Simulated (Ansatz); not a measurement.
The structure below was relaxed with PBE/PAW in Ansatz (a quantum-chemistry and plane-wave program), spin-orbit coupling left out, at pressure −2 GPa.

```xyz
2
Lattice="3.5602 0.0000 0.0000 -1.7801 3.0832 0.0000 0.0000 0.0000 5.5523" Properties=species:S:1:pos:R:3 pbc="T T T"
Lu     1.7801     1.0277     4.1642
Lu     0.0000     2.0555     1.3881
```

Q: Find the space group and the Wyckoff positions.

A: Space group P6₃/mmc (No. 194); a = b = 3.5602 Å, c = 5.5523 Å, α = β = 90.00°, γ = 120.00°

```csv
atom,site,symmetry,x,y,z
Lu,2c,-6m2,0.3333,0.6667,0.2500
```

Q: Describe the coordination.

A: The crystal has 2 atoms in its conventional cell. Conventional cell: a = 3.560 Å, b = 3.560 Å, c = 5.552 Å, α = 90.00°, β = 90.00°, γ = 120.00°. Lu is coordinated by 12 Lu at 3.454–3.560 Å (anticuboctahedral). (Neighbours: up to the widest gap in distance over summed covalent radii, below 1.35, at either atom.)

Load acts through the strain it causes; cell and atoms are relaxed under it. No phonon test of stability was made. The cell was made from Lu in the hcp (Mg type) structure (space group P6_3/mmc, No. 194) by this change: pressure −2 GPa.
